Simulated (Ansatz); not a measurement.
As under a change: As → Ni

Consider As in the A7 type structure (space group R-3m, No. 166; a = 3.784 Å, c = 10.107 Å (hexagonal axes); layered).

Now apply this change: full substitution As → Ni; the structure is relaxed again.

Method: PBE-D3(BJ), PAW, 420 eV (Ansatz, a first-principles code; without spin-orbit coupling), earlier PAW set. Settings: 23×23×23 k-points, 0.05 eV Fermi–Dirac smearing, for the changed cell.

```
quantity                                     base          changed         shift
-----------------------------  ------------------  ---------------  ------------
density                                5.96 g/cm³       9.26 g/cm³  +3.308 g/cm³
space group                        R-3m (No. 166)  Fm-3m (No. 225)             –
shortest interatomic distance             2.535 Å          2.459 Å      -0.076 Å
band gap                                     zero             zero             –
magnetic state                 not spin-polarised    ferromagnetic             –
largest site moment                       0.00 μB          0.65 μB      +0.65 μB
```

Final structure:

```xyz
1
Lattice="0.0000 1.7391 1.7391 1.7391 0.0000 1.7391 1.7391 1.7391 0.0000" Properties=species:S:1:pos:R:3 pbc="T T T"
Ni     1.7391     1.7391     1.7391
```

The magnetic state is the one reached from the starting moments; the real material's order can differ, and small cells can't hold many antiferromagnetic ones. No phonon test of stability was made.
